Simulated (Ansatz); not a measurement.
What pressure 4.5 GPa does to TaAs

The parent structure is TaAs (space group I4_1md, No. 109; a = 3.442 Å, c = 11.712 Å).

One thing is altered: cell and atoms relaxed at a pressure of 4.5 GPa.

Calculations: r2SCAN (Ansatz, an electronic-structure program, PAW, no SOC). k-mesh 19×19×19 (Γ-centred); smearing 0.05 eV (Fermi–Dirac).

```json
[
 {"quantity": "volume per atom", "base": "17.34 Å³", "changed": "16.95 Å³", "shift": "-0.395 Å³"},
 {"quantity": "density", "base": "12.25 g/cm³", "changed": "12.53 g/cm³", "shift": "+0.285 g/cm³"},
 {"quantity": "lattice parameter a", "base": "344.2 pm", "changed": "342.0 pm", "shift": "-2.2 pm"},
 {"quantity": "c/a ratio", "base": "3.403", "changed": "3.390", "shift": "-0.013"},
 {"quantity": "shortest interatomic distance", "base": "260.9 pm", "changed": "258.9 pm", "shift": "-2.0 pm"},
 {"quantity": "band gap", "base": "zero", "changed": "zero", "shift": "–"}
]
```

Final structure:

```xyz
4
Lattice="-1.7100 1.7100 5.7965 1.7100 -1.7100 5.7965 1.7100 1.7100 -5.7965" Properties=species:S:1:pos:R:3 pbc="T T T"
Ta     0.0000     0.0000    11.5831
Ta     0.0000     1.7100     2.8884
As     0.0000     0.0000     4.8326
As     1.7100     0.0000     1.9343
```

With Ta present, leaving out spin-orbit coupling can change the band edges. Load acts through the strain it causes; cell and atoms are relaxed under it. Whether these cells are dynamically stable was not tested. The final runs are not spin-polarised. The zero or small gap of TaAs can change with the level of theory.
